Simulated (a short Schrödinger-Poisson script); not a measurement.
System: gated Al0.33Ga0.67As/GaAs modulation-doped gas, at 300 K.

| layer | material | thickness (nm) | Nd (cm⁻³) | Na (cm⁻³) |
|---|---|---|---|---|
| 1 | Al0.33Ga0.67As | 20 | - | - |
| 2 | Al0.33Ga0.67As | 30 | 6.3e17 | - |
| 3 | Al0.33Ga0.67As | 5 | - | - |
| 4 | GaAs | 6000 | - | 3e14 |

The device is made up for the run: typed textbook-type constants, with dimensions and the other settings drawn at random. Al0.33Ga0.67As: permittivity 11.96, conduction-band edge (eV) 0.261, gap (eV) 1.836, electron mass (mₑ) 0.0944, Nv at 300 K (cm⁻³) 9e18. GaAs: permittivity 12.9, conduction-band edge (eV) 0, gap (eV) 1.424, Nv at 300 K (cm⁻³) 9e18.

Channel valleys (confinement mass, in-plane density-of-states mass, number): Γ 0.067, 0.067, 1. At the gate the conduction-band edge of layer 1 lies 1.01 eV − eVg above the Fermi level of the channel; the field vanishes at the back. The barrier under the gate holds no holes. Gaps are held at their typed values at every temperature. Mesh 0.08 nm at interfaces.

Solved with a short Schrödinger-Poisson script written for these runs: 1D Poisson equation in equilibrium, electrons quantum, Hartree (BenDaniel-Duke, 40 states a valley, the channel's in-plane mass for all, wave functions free to enter the barrier), parabolic valleys, classical holes, full ionisation, no traps, pinning or gate leakage.

The same stack at other levels of the model or other numerical settings:

```json
[
 {"run": "base", "sheet density of all electrons at Vg = 0.5 V (cm⁻²)": "7.79e11", "sheet density of all electrons at Vg = 0 V (cm⁻²)": "2.40e11", "capacitance at Vg = 0.5 V (μF/cm²)": "0.215", "centroid of the channel electrons at Vg = 0.5 V (nm)": "12.25", "rough cost against the base": "about 1"},
 {"run": "electrons treated as classical, Boltzmann", "sheet density of all electrons at Vg = 0.5 V (cm⁻²)": "8.07e11", "sheet density of all electrons at Vg = 0 V (cm⁻²)": "2.51e11", "capacitance at Vg = 0.5 V (μF/cm²)": "0.215", "centroid of the channel electrons at Vg = 0.5 V (nm)": "___", "rough cost against the base": "0.02"},
 {"run": "electrons treated as classical, Fermi-Dirac", "sheet density of all electrons at Vg = 0.5 V (cm⁻²)": "7.96e11", "sheet density of all electrons at Vg = 0 V (cm⁻²)": "2.48e11", "capacitance at Vg = 0.5 V (μF/cm²)": "0.218", "centroid of the channel electrons at Vg = 0.5 V (nm)": "10.63", "rough cost against the base": "0.1"},
 {"run": "electrons treated as quantum, Hartree plus LDA exchange-correlation", "sheet density of all electrons at Vg = 0.5 V (cm⁻²)": "7.88e11", "sheet density of all electrons at Vg = 0 V (cm⁻²)": "2.45e11", "capacitance at Vg = 0.5 V (μF/cm²)": "0.217", "centroid of the channel electrons at Vg = 0.5 V (nm)": "___", "rough cost against the base": "2"},
 {"run": "mesh six times as coarse", "sheet density of all electrons at Vg = 0.5 V (cm⁻²)": "7.80e11", "sheet density of all electrons at Vg = 0 V (cm⁻²)": "2.40e11", "capacitance at Vg = 0.5 V (μF/cm²)": "0.216", "centroid of the channel electrons at Vg = 0.5 V (nm)": "___", "rough cost against the base": "0.2"},
 {"run": "one subband a valley", "sheet density of all electrons at Vg = 0.5 V (cm⁻²)": "7.39e11", "sheet density of all electrons at Vg = 0 V (cm⁻²)": "2.22e11", "capacitance at Vg = 0.5 V (μF/cm²)": "0.172", "centroid of the channel electrons at Vg = 0.5 V (nm)": "7.21", "rough cost against the base": "0.4"}
]
```

Q: Fill in the missing entries.

A: 
- electrons treated as classical, Boltzmann, centroid of the channel electrons at Vg = 0.5 V (nm): 9.31
- electrons treated as quantum, Hartree plus LDA exchange-correlation, centroid of the channel electrons at Vg = 0.5 V (nm): 11.70
- mesh six times as coarse, centroid of the channel electrons at Vg = 0.5 V (nm): 12.35

The classical rows ignore confinement, and Boltzmann statistics overrate the density once the band edge passes the Fermi level.
